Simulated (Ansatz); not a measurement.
The (21-30) face of hcp Sc can be cut between different planes. Symmetric, stoichiometric slabs relaxed in the 1x1 cell (45.4 Å²): top plane Sc, 0.36 Å over the next in the ideal cut; top plane Sc, 0.72 Å over the next in the ideal cut.

Calculation: PBE (plane waves to 420 eV, PAW; Ansatz, a program for electronic structure).

Problem. Order them by surface energy (lowest first) at the level PBE.

Solution. the cut with an outer spacing of 0.36 Å (1.26 J/m²), the cut with an outer spacing of 0.72 Å (1.36 J/m²)
